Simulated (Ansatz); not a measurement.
**How far to go with zone-centre phonons against the mesh: CuZn (Pm-3m, 2 atoms in the cell)**

```xyz
2
Lattice="2.9411 0.0000 0.0000 0.0000 2.9411 0.0000 0.0000 0.0000 2.9411" Properties=species:S:1:pos:R:3 pbc="T T T"
Zn     1.4706     1.4706     1.4706
Cu     0.0000     0.0000     0.0000
```

Computed with PBE (plane waves, PAW; Ansatz, a program for electronic structure).

Base settings: basis.ecutwfc = 420 eV; kpoints.mp_grid.grid = 11 11 11; hamiltonian.xc = pbe; hamiltonian.pseudopotentials = {kind: paw} (the program's default PAW files); scf.occupations.method = gaussian; scf.occupations.width = 0.1 eV.

In this ladder: phonons.method = dfpt.

Frequencies are those of the unrelaxed cell, without the LO-TO term of polar crystals.

Only quantities that move along the ladder and can be compared are tabulated.

The starting cell has typed, rounded lattice constants, without a prior relaxation at this level. Its lattice was rescaled by up to half a per cent. Spin polarisation is off.

Steps (kpoints.mp_grid.grid): 3 3 3; 4 4 4; 5 5 5; 6 6 6; 7 7 7; 9 9 9; 13 13 13; 16 16 16; 20 20 20; 25 25 25.

Question: What is the coarsest kpoints.mp_grid.grid that holds the highest zone-centre frequency within 2 cm⁻¹ of the last step, with all finer ones?

Answer: 9 9 9; the step before is off by 2.3 cm⁻¹.

```tsv
kpoints.mp_grid.grid	highest zone-centre frequency (cm⁻¹)
3 3 3	208.7
4 4 4	194.8
5 5 5	203.4
6 6 6	195.2
7 7 7	201.1
9 9 9	204.3
13 13 13	202.9
16 16 16	203.4
20 20 20	204.0
25 25 25	203.5
```

Keys are those of Ansatz 0.2.
